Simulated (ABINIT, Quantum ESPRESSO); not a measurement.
An ABINIT input for a self-consistent single point of TiFeH2 (Pmc2_1, 8 atoms in the cell) (DFT, PBEsol, plane waves, PAW (JTH v2.0 PBE PAW, files made for PBE)):

```
# TiFeH2, JTH v2.0 PBE PAW
pp_dirpath "./"
pseudos "Ti.GGA_PBE-JTH.xml, Fe.GGA_PBE-JTH.xml, H.GGA_PBE-JTH.xml"
acell 5.3182845784 8.9731755302 8.6257985150
rprim
         1.0000000000    0.0000000000    0.0000000000
         0.0000000000    1.0000000000    0.0000000000
         0.0000000000    0.0000000000    1.0000000000
natom 8
ntypat 3
znucl 22 26 1
typat 1 1 2 2 3 3 3 3
xcart
         1.4071575000    1.4236652880    1.3234531654
         1.4071575000    3.3247347120    3.6057411654
         0.0000000000    0.8880932520    3.6045543757
         0.0000000000    3.8603067480    1.3222663757
         1.4071575000    4.4276930640    2.0518682035
         1.4071575000    0.3207069360    4.3341562035
         0.0000000000    2.2723943040    2.5235258416
         0.0000000000    2.4760056960    0.2412378416
      Angstrom
ecut 60 Ry
pawecutdg 120 Ry
pawxcdev 0
ixc -116133
occopt 3
tsmear 0.136 eV
nband 39
kptopt 1
ngkpt 8 5 5
nshiftk 1
shiftk 0 0 0
nstep 80
tolvrs 1.0e-12
prtwf 0
prtden 0
enunit 2
```

**Question.** Translate this input to Quantum ESPRESSO.

**Answer.** This is the input that was run; spellings and numerical settings could be chosen otherwise.

```fortran
&CONTROL
  calculation = 'scf'
  prefix = 'pwscf'
  outdir = './out'
  pseudo_dir = './'
  tprnfor = .true.
  tstress = .true.
/
&SYSTEM
  ibrav = 0
  nat = 8
  ntyp = 3
  ecutwfc = 90
  occupations = 'smearing'
  smearing = 'fermi-dirac'
  degauss = 0.0099958
/
&ELECTRONS
  conv_thr = 1.0d-10
/
ATOMIC_SPECIES
Ti    47.8670  Ti.upf
Fe    55.8450  Fe.upf
H      1.0080  H.upf
CELL_PARAMETERS {angstrom}
   2.814315000     0.000000000     0.000000000
   0.000000000     4.748400000     0.000000000
   0.000000000     0.000000000     4.564576000
ATOMIC_POSITIONS {crystal}
Ti    0.500000000    0.299820000    0.289940000
Ti    0.500000000    0.700180000    0.789940000
Fe    0.000000000    0.187030000    0.789680000
Fe    0.000000000    0.812970000    0.289680000
H     0.500000000    0.932460000    0.449520000
H     0.500000000    0.067540000    0.949520000
H     0.000000000    0.478560000    0.552850000
H     0.000000000    0.521440000    0.052850000
K_POINTS {automatic}
8 5 5  0 0 0
```

Basis, cutoffs, solver keys and any potentials are the target program's own. This input uses DFT, PBEsol, plane waves, PseudoDojo standard norm-conserving (PBESOL) pseudopotentials.

The starting cell comes from a database of computed structures (which also holds hypothetical and non-ambient phases and stackings), without a prior relaxation at this level. Its lattice was rescaled by a random factor within 2.5 % of one.
